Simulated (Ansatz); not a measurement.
Take BP in the zinc blende structure (space group F-43m, No. 216; a = 4.5366 Å) as the base. Axes: x, y, z lie along the cube axes.

The values are results of DFT with r2SCAN, PAW potentials and a 500 eV plane-wave cutoff in Ansatz (a first-principles code), no spin-orbit coupling, not measurements.

For the base:

The valence-band top at Γ is 0.00, 0.00, 0.00 eV. The band gap is 1.41 eV and the shortest interatomic distance is 196.4 pm.

Perturbation: biaxial strain −1.25 %, plane normal [111], relaxed out of plane (Cartesian); in-plane vectors clamped, the third vector and the atoms free.

**Question.** Predict the new valence-band top at Γ, band gap and shortest interatomic distance.

**Answer.** The valence-band top at Γ (three highest levels, from the VBM) changes from 0.00, 0.00, 0.00 eV to 0.00, 0.00, -0.14 eV; the band gap shrinks by 0.09 eV (1.41 eV → 1.32 eV); the shortest interatomic distance shrinks by 1.9 pm (196.4 pm → 194.5 pm).

Whether these cells are dynamically stable was not tested.
